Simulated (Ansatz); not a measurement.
The starting structures come from a database of crystals and need not be the phases stable at ambient conditions.

```yaml
crystal:
  lattice:
    - [5.80586, 0.00000, 0.00000]
    - [1.04952, 7.76023, 0.00000]
    - [-2.37817, 3.88011, 2.62748]
  atoms:
    - { symbol: Cd, position: [0.00000, 0.50000, 0.00000] }
    - { symbol: Sn, position: [0.00000, 0.00000, 0.00000] }
    - { symbol: F, position: [0.53466, 0.23206, 0.68248] }
    - { symbol: F, position: [0.46534, 0.76794, 0.31752] }
    - { symbol: F, position: [0.85218, 0.91454, 0.70558] }
    - { symbol: F, position: [0.14782, 0.08546, 0.29442] }
    - { symbol: F, position: [0.14660, 0.62012, 0.61194] }
    - { symbol: F, position: [0.85340, 0.37988, 0.38806] }
```

Space group of this cell: R-3. The cell is taken as given.

Transport runs along the normal of the first two printed cell vectors, the (110) plane of the conventional cell.

The gap is the functional's own, uncorrected, and κ follows it; spin-orbit coupling is left out. Mid-gap values are interpolated between the computed energies.

**Question.** Predict the band gap and the smallest decay constant κ at mid-gap from PBEsol in Ansatz (an electronic-structure program).

**Answer.** Gap 3.94 eV on a 12×12×12 mesh; κ = 0.426 1/Å, at the zone centre.
